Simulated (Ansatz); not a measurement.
Input and output of a self-consistent single point for the (001) slab of CuAgO2 (cut from a parent of space group no. 47; 8 atoms in the cell) (Ansatz, a program for electronic structure).

Method: LDA (PW92), default PAW files made with PBE (plane waves; Ansatz).

```xyz
8
Lattice="2.8080 0.0000 0.0000 0.0000 3.3438 0.0000 0.0000 0.0000 23.3166" Properties=species:S:1:pos:R:3 pbc="T T T"
Cu     1.4040     1.6719     8.2346
Ag     0.0000     0.0000    10.9286
O      0.0000     1.6719     7.0000
O      0.0000     1.6719     9.4693
Cu     1.4040     1.6719    13.6226
Ag     0.0000     0.0000    16.3166
O      0.0000     1.6719    12.3880
O      0.0000     1.6719    14.8573
```

Reference input (self-consistent single point, DFT, LDA (PW92), plane waves, default PAW files made with PBE): basis.ecutwfc = 30.9 Ry; kpoints.mp_grid.grid = 9 8 1; hamiltonian.xc = lda; hamiltonian.pseudopotentials = {kind: paw} (the program's default PAW files); scf.occupations.method = fermi_dirac; scf.occupations.width = 0.0073 Ry. This run's input differs from it in these lines:

Ansatz 0.2 input:
```diff
@@ -15,3 +15,3 @@
 basis:
-  ecutwfc: 30.9 Ry
+  ecutwfc: 18.4 Ry
 kpoints:
```

Output, abridged:

```
SCF iter   1: F=—  HF=-30225.861548 eV  |F-HF|=—  |Δ(HF+E_count)|=         —  Δρ=5.30e-2  dr2=1.72e1  ethr=1.77e-3  ⟨swp⟩=7.0  Hψ=5903  notcnv=0  defer=33
all-band conjugate gradients solve this SCF's bands
preconditioner: auto → LDOS
SCF iter   2: F=—  HF=-30228.341801 eV  |F-HF|=—  |Δ(HF+E_count)|=    2.48e0  Δρ=1.22e-1  dr2=2.66e1  ethr=1.77e-3  ⟨swp⟩=3.1  Hψ=3998  notcnv=0  defer=57
   [... lines left out ...]
SCF iter   9: F=—  HF=-30224.051999 eV  |F-HF|=—  |Δ(HF+E_count)|=   1.15e-4  Δρ=1.03e-4  dr2=2.08e-5  ethr=1.93e-7  ⟨swp⟩=2.0  Hψ=1989  notcnv=0  defer=58
SCF iter  10: F=—  HF=-30224.052040 eV  |F-HF|=—  |Δ(HF+E_count)|=   4.09e-5  Δρ=6.16e-5  dr2=7.80e-6  ethr=2.08e-8  ⟨swp⟩=2.0  Hψ=2049  notcnv=0  defer=58
SCF iter  11: F=—  HF=-30224.052042 eV  |F-HF|=—  |Δ(HF+E_count)|=   1.63e-6  Δρ=1.72e-5  dr2=6.07e-7  ethr=7.80e-9  ⟨swp⟩=1.8  Hψ=1775  notcnv=0  defer=58
SCF iter  12: F=-30224.052042 eV  HF=-30224.052042 eV  |F-HF|=1.20e-8  |Δ(HF+E_count)|=   7.52e-7  Δρ=2.93e-6  dr2=3.86e-8  ethr=1.00e-10  ⟨swp⟩=12.3  Hψ=7061  notcnv=0
SCF 1 converged in 12 iterations: F = -30224.052042 eV  dr2 = 3.86e-8
Free energy (F): -30224.052042 eV
Internal energy: -30223.933413 eV  (E = F + TS)
E sigma→0 (E₀):  -30223.992728 eV
Entropy (-TS):   -0.118629 eV (-14.829 meV/atom)
Fermi energy:    1.029485 eV
--- Forces (eV/Å), atoms counted from 1 ---
  atom   1  Cu     0.00000000    -0.00000000    -1.53250189
  atom   2  Ag     0.00000000    -0.00000000    -0.15373921
  atom   3  O      0.00000000     0.00000000     2.49769771
  atom   4  O      0.00000000     0.00000000     0.01992352
  atom   5  Cu     0.00000000     0.00000000     0.25049046
  atom   6  Ag     0.00000000    -0.00000000    -0.57025117
  atom   7  O      0.00000000    -0.00000000    -0.24079328
  atom   8  O      0.00000000    -0.00000000    -0.27038770
--- Stress (GPa, compression-positive) ---
       -6.362120       0.000000      -0.000000
        0.000000      -4.032746      -0.000000
       -0.000000      -0.000000      -6.717159
  P = ⅓ Tr σ = -5.7040 GPa (-57.040 kbar)
  The stress holds the Pulay correction. Without it, at fixed plane waves, as pw.x and ABINIT print it: P = -66.5329 GPa
```

The run converged in 12 iterations. Against the reference run the free energy goes up by 1.92 eV/atom and the largest force goes from 2.205 to 2.498 eV/Å.

The starting cell comes from a database of computed structures (which also holds hypothetical and non-ambient phases and stackings), without a prior relaxation at this level. The slab is cut from that crystal, and its faces are unrelaxed. Its lattice was rescaled by up to half a per cent. Spin polarisation is off, so a magnetic state, if there is one, cannot be reached. The two faces of this cut differ, and no dipole correction was used. Forces in this geometry exceed 1 eV/Å. The cutoff lies below the one recommended for these files.
